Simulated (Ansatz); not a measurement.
Take Zr2AlC (space group P6_3/mmc, No. 194; a = 3.290 Å, c = 14.506 Å; a cell from a computed database, its experimental status unchecked) as the base.

All numbers come from PBEsol/PAW in Ansatz (a first-principles code), no spin-orbit coupling.

For the base:

| Property | Value |
|---|---|
| Pressure | 0.0 GPa |
| Band gap | zero |

It is then changed as follows: an isotropic linear strain of +1.54 %, atoms relaxed at fixed cell.

Q: What happens to the energy relative to the base?

A: The energy grows by 14 meV/atom.

Q: Predict the new pressure.

A: The pressure (mean of the normal stresses, compression positive) goes from zero to -5.5 GPa.

Q: What happens to the largest internal atomic displacement?

A: The largest internal atomic displacement comes out as 0.022 Å.

Q: Predict the new band gap.

A: The band gap remains zero.

Whether these cells are dynamically stable was not tested. All final runs are without spin polarisation.
